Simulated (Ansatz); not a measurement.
Ansatz (a first-principles code) run on HfRe (Pmma, 4 atoms in the cell): self-consistent single point.

Computed with PBE (plane waves, PAW; Ansatz).

```xyz
4
Lattice="4.6736 0.0000 0.0000 0.0000 3.0938 0.0000 0.0000 0.0000 4.7716" Properties=species:S:1:pos:R:3 pbc="T T T"
Hf     3.5052     1.5469     1.4911
Hf     1.1684     1.5469     3.2805
Re     3.5052     0.0000     3.8769
Re     1.1684     0.0000     0.8947
```

Reference input (self-consistent single point, DFT, PBE, plane waves, default PAW files): basis.ecutwfc = 30.9 Ry; kpoints.mp_grid.grid = 7 11 7; hamiltonian.xc = pbe; hamiltonian.pseudopotentials = {kind: paw} (the program's default PAW files); scf.occupations.method = gaussian; scf.occupations.width = 0.0037 Ry. This run's input differs from it in these lines:

Ansatz 0.2 input:
```diff
@@ -15,3 +15,4 @@
   mp_grid:
-    grid: [7, 11, 7]
+    grid: [6, 9, 6]
+    shift: [0.5, 0.5, 0.5]
 hamiltonian:
```

Output (repeated stretches shortened):

```
SCF iter   1: F=—  HF=-53178.682493 eV  |F-HF|=—  |Δ(HF+E_count)|=         —  Δρ=1.04e-2  dr2=7.65e-2  ethr=1.77e-3  ⟨swp⟩=5.0  Hψ=6632  notcnv=0  defer=11
all-band conjugate gradients solve this SCF's bands
preconditioner: auto → Kerker (q_TF=auto, 2.808 Å⁻¹)
SCF iter   2: F=—  HF=-53178.675148 eV  |F-HF|=—  |Δ(HF+E_count)|=   7.35e-3  Δρ=6.05e-3  dr2=2.89e-2  ethr=9.33e-5  ⟨swp⟩=1.1  Hψ=2616  notcnv=0  defer=64
   [... lines left out ...]
SCF iter   4: F=—  HF=-53178.670276 eV  |F-HF|=—  |Δ(HF+E_count)|=   1.72e-3  Δρ=6.80e-4  dr2=2.64e-4  ethr=1.10e-6  ⟨swp⟩=2.8  Hψ=3924  notcnv=0  defer=64
SCF iter   5: F=—  HF=-53178.670268 eV  |F-HF|=—  |Δ(HF+E_count)|=   7.99e-6  Δρ=1.95e-4  dr2=1.82e-5  ethr=3.21e-7  ⟨swp⟩=2.0  Hψ=3691  notcnv=0  defer=64
SCF iter   6: F=—  HF=-53178.670216 eV  |F-HF|=—  |Δ(HF+E_count)|=   5.19e-5  Δρ=3.84e-5  dr2=6.72e-7  ethr=2.23e-8  ⟨swp⟩=2.5  Hψ=3902  notcnv=0  defer=64
SCF iter   7: F=-53178.670280 eV  HF=-53178.670280 eV  |F-HF|=4.19e-8  |Δ(HF+E_count)|=   6.46e-5  Δρ=6.93e-6  dr2=4.04e-8  ethr=1.22e-10  ⟨swp⟩=9.9  Hψ=11019  notcnv=0
SCF 1 converged in 7 iterations: F = -53178.670280 eV  dr2 = 4.04e-8
Free energy (F): -53178.670280 eV
Internal energy: -53178.666725 eV  (E = F + TS)
E sigma→0 (E₀):  -53178.668503 eV
Entropy (-TS):   -0.003555 eV (-0.889 meV/atom)
Fermi energy:    22.907608 eV
--- Forces (eV/Å), atoms counted from 1 ---
  atom   1  Hf     0.00000000     0.00000000    -1.85079878
  atom   2  Hf     0.00000000     0.00000000     1.85079878
  atom   3  Re     0.00000000     0.00000000    -0.57541918
  atom   4  Re     0.00000000     0.00000000     0.57541918
--- Stress (GPa, compression-positive) ---
       15.058752       0.000000       0.000000
        0.000000      14.522016       0.000000
        0.000000       0.000000      -3.519197
  P = ⅓ Tr σ = 8.6872 GPa (86.872 kbar)
  The stress holds the Pulay correction. Without it, at fixed plane waves, as pw.x and ABINIT print it: P = 8.5789 GPa
```

The run converged in 7 iterations. Against the reference run the free energy stays essentially unchanged (within 1 meV/atom), the pressure goes from 8.50 to 8.69 GPa and the largest force goes from 1.904 to 1.851 eV/Å.

The starting cell was generated: these elements placed on a structure prototype, without a prior relaxation; it need not be a known phase or ordering of this composition. Its lattice was rescaled by a random factor within 2.5 % of one. Spin polarisation is off. Forces in this geometry exceed 1 eV/Å. Ansatz's pressure includes its estimate of the finite-basis (Pulay) stress.
